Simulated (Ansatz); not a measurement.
Take TiO₂ in the rutile structure (space group P4_2/mnm, No. 136; a = 4.5481 Å, c = 2.9171 Å) as the base. Axes: x, y, z lie along a, b, c of the conventional cell.

Level of theory: LDA in Ansatz (plane waves to 420 eV, PAW, no SOC).

Before the change:

```
Property                          Value
-----------------------------  --------
Pressure                       0.0 kbar
Shortest interatomic distance   1.928 Å
```

Modification: uniaxial strain ε_xx = +1.80 %, all other strain components held at zero; the atoms relax in the strained cell.

Q: Predict the new largest internal atomic displacement.

A: The largest internal atomic displacement amounts to 0.023 Å.

Q: What does the calculation give for the energy relative to the base after the change?

A: The energy rises by 3.0 meV/atom.

Q: How does this affect the pressure?

A: The pressure (mean of the normal stresses, compression positive) goes from zero to -39.7 kbar.

Q: Predict the new shortest interatomic distance.

A: The shortest interatomic distance increases by 0.005 Å (1.928 Å → 1.933 Å).

No phonon test of stability was made. The final runs are not spin-polarised.

Ansatz is an electronic-structure program.
